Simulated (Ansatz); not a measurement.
## Lattice thermal conductivity of CdF₂ (fluorite, Fm-3m)

Method: the linearised phonon Boltzmann equation (three-phonon plus isotope scattering); Ansatz (an electronic-structure program), PBE functional, plane-wave PAW; third-order constants from a 81-atom supercell out to 5.1 Å, harmonic mesh 6×6×6, k mesh 6×6×6, scattering mesh 17×17×17. Unless called populations, κ holds the coherence term between modes besides the Boltzmann populations.

```json
[
 {"T (K)": "100", "κ (W/m/K)": "7.3", "κ, relaxation time": "7.0", "coherences (mean)": "0.24"},
 {"T (K)": "150", "κ (W/m/K)": "4.9", "κ, relaxation time": "4.7", "coherences (mean)": "0.35"},
 {"T (K)": "200", "κ (W/m/K)": "3.8", "κ, relaxation time": "3.7", "coherences (mean)": "0.41"},
 {"T (K)": "250", "κ (W/m/K)": "3.2", "κ, relaxation time": "3.1", "coherences (mean)": "0.45"},
 {"T (K)": "300", "κ (W/m/K)": "2.8", "κ, relaxation time": "2.7", "coherences (mean)": "0.47"},
 {"T (K)": "400", "κ (W/m/K)": "2.2", "κ, relaxation time": "2.2", "coherences (mean)": "0.49"},
 {"T (K)": "500", "κ (W/m/K)": "1.9", "κ, relaxation time": "1.8", "coherences (mean)": "0.50"},
 {"T (K)": "600", "κ (W/m/K)": "1.6", "κ, relaxation time": "1.6", "coherences (mean)": "0.49"},
 {"T (K)": "800", "κ (W/m/K)": "1.3", "κ, relaxation time": "1.3", "coherences (mean)": "0.48"},
 {"T (K)": "1000", "κ (W/m/K)": "1.1", "κ, relaxation time": "1.1", "coherences (mean)": "0.46"}
]
```

```json
{
  "highest_phonon_frequency": "11.3 THz",
  "exponent n of κ ∝ T⁻ⁿ above 300 K": "0.73"
}
```

Computed at 300 K against measurement: lattice thermal conductivity 2.77 computed, 4.30 measured W/(m K) (-36 %; Plata, Jose J., Usanmaz, Demet, Nath, Pinku et al., arXiv (Cornell University) (2016), arXiv:1611.05481).  

The result is for a perfect infinite crystal and omits four-phonon processes.

No phase change or melting is allowed for: the numbers belong to this structure as given.
